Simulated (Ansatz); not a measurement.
**Cubic perovskite BaLiF3**

Calculation: r²SCAN (Ansatz, a program for electronic structure, PAW).

Run with plane-wave cutoff 500 eV, 10×10×10 k mesh, Fermi–Dirac smearing 0.05 eV, scalar-relativistic PAW data made under PBE.

Cell: relaxed at this level.

For cubic perovskite BaLiF3, the volume per atom is 12.62 Å³/atom, the lattice parameter a comes out as 3.981 Å and the band gap is 7.40 eV (on the SCF k mesh).

Note: the relaxation could not lower the start's symmetry, so the cell can be a saddle point above a distorted one.

Spin–orbit coupling is not included.

Static lattice: no zero-point or thermal effects.

It cost about 23 core-seconds (a rough figure) of CPU time.
